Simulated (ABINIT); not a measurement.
How a calculation on BaSrHfZrO6 (F-43m, 10 atoms in the cell) responds to its settings

```yaml
crystal:
  lattice:
    - [0.00000, 4.20151, 4.20151]
    - [4.20151, 0.00000, 4.20151]
    - [4.20151, 4.20151, 0.00000]
  atoms:
    - { symbol: Ba, position: [0.75000, 0.75000, 0.75000] }
    - { symbol: Sr, position: [0.25000, 0.25000, 0.25000] }
    - { symbol: Zr, position: [0.50000, 0.50000, 0.50000] }
    - { symbol: Hf, position: [0.00000, 0.00000, 0.00000] }
    - { symbol: O, position: [0.75184, 0.24816, 0.24816] }
    - { symbol: O, position: [0.75184, 0.24816, 0.75184] }
    - { symbol: O, position: [0.24816, 0.75184, 0.75184] }
    - { symbol: O, position: [0.24816, 0.75184, 0.24816] }
    - { symbol: O, position: [0.75184, 0.75184, 0.24816] }
    - { symbol: O, position: [0.24816, 0.24816, 0.75184] }
```

Base run A: ABINIT with LDA (PW92), PAW (JTH v2.0 LDA PAW), self-consistent single point.

Its settings: ecut = 24 Ha; pawecutdg = 48 Ha; occopt = 1; ngkpt = 4 4 4; nshiftk = 1; shiftk = 0 0 0; potentials = JTH v2.0 LDA PAW; nband = 44; kptopt = 1; nstep = 50; tolvrs = 1e-10; diemac = 4.

The starting cell comes from a database of computed structures (which also holds hypothetical and non-ambient phases and stackings), without a prior relaxation at this level. Spin-orbit coupling is off. In the base run, with a pressure of about -11 GPa the cell is away from its equilibrium volume at this level.

A dash stands where there is no value to compare (another energy zero or no entropy term, no result, no spin, no clean gap, or a mesh too coarse for one). 

These are the values that this program gave, and no reference: the one-centre exchange-correlation terms come from a truncated expansion.

Runs B sample the zone with one or two k-points, far too few for so small a cell.

Run A gave: pressure (GPa) -10.95; largest force (eV/Å) 0.160; gap on the mesh (eV) 3.242; k-points 8.

Runs:
- B: pseudos: [Ba.LDA_PW-JTH.xml, Sr.LDA_PW-JTH.xml, Zr.LDA_PW-JTH.xml, Hf.LDA_PW-JTH.xml, O.LDA_PW-JTH.xml] → [Ba.GGA_PBE-JTH.xml, Sr.GGA_PBE-JTH.xml, Zr.GGA_PBE-JTH.xml, Hf.GGA_PBE-JTH.xml, O.GGA_PBE-JTH.xml]; ngkpt: 4 4 4 → 1 1 1; potentials: JTH v2.0 LDA PAW → JTH v2.0 PBE PAW; ixc: default → -116133 [PBEsol]
- C: pseudos: [Ba.LDA_PW-JTH.xml, Sr.LDA_PW-JTH.xml, Zr.LDA_PW-JTH.xml, Hf.LDA_PW-JTH.xml, O.LDA_PW-JTH.xml] → [Ba.GGA_PBE-JTH.xml, Sr.GGA_PBE-JTH.xml, Zr.GGA_PBE-JTH.xml, Hf.GGA_PBE-JTH.xml, O.GGA_PBE-JTH.xml]; ngkpt: 4 4 4 → 2 2 2; potentials: JTH v2.0 LDA PAW → JTH v2.0 PBE PAW; ixc: default → -116133 [PBEsol]
- D: pseudos: [Ba.LDA_PW-JTH.xml, Sr.LDA_PW-JTH.xml, Zr.LDA_PW-JTH.xml, Hf.LDA_PW-JTH.xml, O.LDA_PW-JTH.xml] → [Ba.GGA_PBE-JTH.xml, Sr.GGA_PBE-JTH.xml, Zr.GGA_PBE-JTH.xml, Hf.GGA_PBE-JTH.xml, O.GGA_PBE-JTH.xml]; ngkpt: 4 4 4 → 3 3 3; potentials: JTH v2.0 LDA PAW → JTH v2.0 PBE PAW; ixc: default → -116133 [PBEsol]

Q: What does run C change against A?

A: The pressure goes from -10.95 to -6.12 GPa, the largest force goes from 0.160 to 0.254 eV/Å and the gap on the mesh moves little (3.242 to 3.236 eV).

Q: What does run D change against A?

A: The pressure goes from -10.95 to -6.61 GPa, the largest force goes from 0.160 to 0.248 eV/Å and the gap on the mesh goes from 3.242 to 3.283 eV.

```json
[
 {"run": "A", "pressure (GPa)": "-10.95", "largest force (eV/Å)": "0.160", "gap on the mesh (eV)": "3.242", "k-points": "8"},
 {"run": "B", "pressure (GPa)": "9.78", "largest force (eV/Å)": "0.375", "gap on the mesh (eV)": "–", "k-points": "1"},
 {"run": "C", "pressure (GPa)": "-6.12", "largest force (eV/Å)": "0.254", "gap on the mesh (eV)": "3.236", "k-points": "3"},
 {"run": "D", "pressure (GPa)": "-6.61", "largest force (eV/Å)": "0.248", "gap on the mesh (eV)": "3.283", "k-points": "4"}
]
```
